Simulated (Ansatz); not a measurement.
CH3 on the 1x1 (0001) surface of hcp Ru, one in a 2x2 cell, energies for each (25.7 Å²). Energies are against CH4(g) − ½ H2(g), without zero-point or thermal terms; each row is named by its start.

These are PBE (plane waves to 420 eV, PAW; Ansatz, an electronic-structure program) values and carry that method's errors.

Task: Which site binds most strongly?
A) hollow Ru-Ru-Ru
B) top Ru
C) hollow Ru-Ru-Ru over Ru at depth 2.1 Å

Result: A, hollow Ru-Ru-Ru. Adsorption energies: hollow Ru-Ru-Ru 0.35 eV; hollow Ru-Ru-Ru over Ru at depth 2.1 Å 0.38 eV; top Ru 0.78 eV.
